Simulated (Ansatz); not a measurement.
Defect: interstitial Si in 2H silicon carbide, charge state +2. The step: several atoms move together, Si the farthest; the atom moves 1.69 Å along (-0.25, -0.62, 0.03) of the unit cell; the moving atom starts with neighbours 3 C at 1.86; 3 Si at 2.32, 3 Si at 2.37 Å and ends with C at 1.77, 2 C at 1.91, C at 1.94; Si at 2.24 Å. DFT values are from Ansatz (plane-wave PAW, 420 eV unless said) in a cell of 72 host sites, spin-restricted, static, with no finite-size correction. The host's phase is taken as given; its stability against other phases was not computed. The charge state is imposed; whether it is stable for some Fermi level was not computed. Sites that were not tried may lie lower. For the PBE band: the saddle point's order was not checked.

| Level | Forward barrier (eV) | Cost of the band or of the saddle's single point |
|---|---|---|
| CHGNet universal potential (has no charge state), its own band | 1.16 | - |
| PBE, the Γ point alone, band relaxed | 1.42 | about 6 core-minutes (a rough figure) |
| PBE, a 2×2×2 k-point mesh shifted by half a step along c, same geometries | 1.44 | very roughly 70 core-seconds |
| r2SCAN at 500 eV, the Γ point alone, same geometries | (withheld) | very roughly 50 core-seconds |

What belongs in the gaps?


- r2SCAN at 500 eV, the Γ point alone, same geometries, Forward barrier (eV): 1.50

Ansatz is a quantum-chemistry and plane-wave program.
